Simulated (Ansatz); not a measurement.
PBE against PBEsol: hypothetical cubic perovskite BaSnSe3, isotropic strain +4.34 %

Start from BaSnSe$_{3}$ in the cubic perovskite structure (space group Pm-3m, No. 221; a = 5.3604 Å; a hypothetical phase, not in the database extracts checked).

(Cell as relaxed with PBE.)

Levels (all Ansatz, a program for electronic structure, PAW): PBE (420 eV, no SOC); PBEsol (420 eV, spin-orbit coupling left out).

Each level relaxes its own structure.

| base | PBE | PBEsol |
|---|---|---|
| volume per atom | 30.80 Å³ | 29.27 Å³ |
| lattice parameter a | 5.360 Å | 5.270 Å |
| band gap | zero | zero |

Modification: every lattice vector is stretched by 4.34 %, atoms relaxed at fixed cell.

```json
[
 {"quantity": "energy relative to the base (free energy F)", "PBE": "+60 meV/atom", "PBEsol": "+66 meV/atom"},
 {"quantity": "pressure", "PBE": "-4.1 GPa", "PBEsol": "-4.7 GPa"},
 {"quantity": "band gap", "PBE": "zero", "PBEsol": "zero"}
]
```

PBE's energy relative to the base lies 5.7 meV/atom below PBEsol's; PBE's pressure lies 0.6 GPa above PBEsol's; the two agree on the band gap. Neither level is exact; PBEsol is the comparison here, not a measurement.

Stability against distortions was not tested. The final runs are not spin-polarised. Many cubic perovskites are stable only at high temperature; tilts and polar distortions were not tested.
